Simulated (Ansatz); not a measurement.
Density of states of GaP (F-43m) above the conduction band minimum, PBEsol with spin-orbit coupling, rigid bands (Ansatz, a program for electronic structure); cell volume 40.2 Å³.

(energy from edge (eV), 10⁻³ states/eV/cell): (0.006, 30.6); (0.031, 75.1); (0.056, 112); (0.081, 129); (0.106, 146); (0.131, 164); (0.156, 200); (0.181, 240); (0.206, 272); (0.231, 301); (0.256, 332); (0.281, 370); (0.319, 415); (0.344, 441); (0.369, 470); (0.394, 495); (0.419, 521); (0.444, 547); (0.469, 572); (0.494, 597); (0.519, 621); (0.544, 647); (0.569, 671); (0.594, 696)

Problem. What effective density of states at 300 K does this give (∫ g(E) exp(−E/k_BT) dE, both spins, divided by the cell's size)?

Solution. 4.0e19 cm⁻³, a density-of-states mass of 1.36 mₑ, valleys and band degeneracy included.

Geometry: cell and atoms relaxed with PBEsol.
